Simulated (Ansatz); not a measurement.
**What uniaxial strain ε_zz = −2.46 % does to BN**

Consider BN in the h-BN type structure (space group P6_3/mmc, No. 194; a = 2.500 Å, c = 6.525 Å; layered, stacked along the Cartesian z axis). Axes: x lies along a and z along c of the hexagonal cell.

Modification: uniaxial strain ε_zz = −2.46 %, all other strain components held at zero, atoms relaxed at fixed cell.

Level of theory: Ansatz (an electronic-structure program) r2SCAN+rVV10, no spin-orbit coupling, earlier PAW set. Γ-centred 15×15×5 mesh, Fermi–Dirac width 0.05 eV.

The volume per atom shrinks by 0.22 Å³ to 8.61 Å³ and the space group remains P6_3/mmc (No. 194). The shortest interatomic distance is still 2.727 bohr and the energy goes up by 0.7 meV/atom. The pressure (mean of the normal stresses, compression positive) goes from zero to 3.7 kbar and the band gap falls by 0.04 eV, from 4.74 eV to 4.70 eV. The gap character stays indirect, k = (0.267, 1/3, 0) in the run's primitive reciprocal basis → M and the smallest direct gap drops by 0.084 eV to 5.09 eV. The width of the top valence band grows by 0.28 eV (3.33 eV → 3.61 eV) and the stress (xx, yy, zz, yz, xz, xy; compression positive) is (0.03, 0.03, 1.07, 0.00, 0.00, 0.00) GPa.

Stability against distortions was not tested.
